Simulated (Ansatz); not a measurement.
The starting structures come from a database of crystals and need not be the phases stable at ambient conditions.

Tunnelling through a barrier is set by its complex band structure: the current falls as exp(−2κd) with the smallest κ.

Given:

```
CELL_PARAMETERS angstrom
      4.74978     0.00000     0.00000
      0.00000     8.83457     0.00000
      0.00000     0.00000     5.11724
ATOMIC_POSITIONS crystal
  Li 0.00000 0.00000 0.50000
  Li 0.50000 0.00000 0.00000
  Li 0.50000 0.50000 0.00000
  Li 0.00000 0.50000 0.50000
  Ta 0.44176 0.25000 0.55108
  Ta 0.55824 0.75000 0.44892
  Ta 0.94176 0.75000 0.94892
  Ta 0.05824 0.25000 0.05108
  O  0.69853 0.25000 0.87970
  O  0.30147 0.75000 0.12030
  O  0.19853 0.75000 0.62030
  O  0.80147 0.25000 0.37970
  O  0.21101 0.10592 0.79316
  O  0.78899 0.89408 0.20684
  O  0.71101 0.89408 0.70684
  O  0.28899 0.10592 0.29316
  O  0.28899 0.39408 0.29316
  O  0.71101 0.60592 0.70684
  O  0.78899 0.60592 0.20684
  O  0.21101 0.39408 0.79316
```

Space group of this cell: Pnma. The cell is taken as given; by PBEsol its mean pressure is -6.8 GPa.

Transport runs along the normal of the first two printed cell vectors.

The gap is the functional's own. No spin-orbit coupling. Mid-gap values are interpolated on the energy grid.

Task: Give the band gap and the smallest decay constant κ at mid-gap that PBEsol in Ansatz (a quantum-chemistry and plane-wave program) yields.

Result: Gap 2.46 eV on a 6×4×6 mesh; κ = 0.288 1/Å, at the zone centre.
